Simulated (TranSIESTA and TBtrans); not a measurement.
## Sn chain with one bond stretched by 1.5 Å

Device: Sn chain with one bond stretched by 1.5 Å. Leads: straight Sn chain, spacing 2.75 Å. Geometry: as built, not relaxed.

TranSIESTA and TBtrans, PBE, SZP numerical orbitals (energy shift 0.15 eV), PseudoDojo norm-conserving scalar-relativistic potentials, mesh cutoff 200 Ry, 300 K, no spin polarisation, no spin-orbit coupling; self-consistent non-equilibrium Green functions.

```
Quantity                           Result
---------------------------------  ------
Conductance at 300 K (G0 = 2e²/h)    0.60
Mean T from −0.5 to 0.5 eV           0.53
```

Energies count from the leads' Fermi level. Transmissions are for one spin of a degenerate pair. The energy step is 0.01 eV; narrower resonances are cut or missed.

```csv
E (eV),T,lead channels
-2.00,0.17,1
-1.90,0.18,1
-1.80,0.19,1
-1.70,0.20,1
-1.60,0.21,1
-1.50,0.21,1
-1.40,0.22,1
-1.30,0.23,1
-1.20,0.24,1
-1.10,0.24,1
-1.00,0.25,1
-0.90,0.26,1
-0.80,0.27,3
-0.70,0.29,3
-0.60,0.32,3
-0.50,0.35,3
-0.40,0.40,3
-0.30,0.46,3
-0.20,0.53,3
-0.10,0.58,3
0.00,0.60,3
0.10,0.60,3
0.20,0.58,3
0.30,0.56,3
0.40,0.55,3
0.50,0.53,3
0.60,0.52,3
0.70,0.52,3
0.80,0.52,3
0.90,0.52,3
1.00,0.53,3
1.10,0.53,3
1.20,0.54,3
1.30,0.55,3
1.40,0.56,3
1.50,0.58,3
1.60,0.59,3
1.70,0.61,3
1.80,0.62,3
1.90,0.64,3
2.00,0.65,3
```

The straight chain is held at its spacing; free chains may zigzag or dimerise. No spin-polarised start was tried, so a magnetic state, if there is one, is missed.
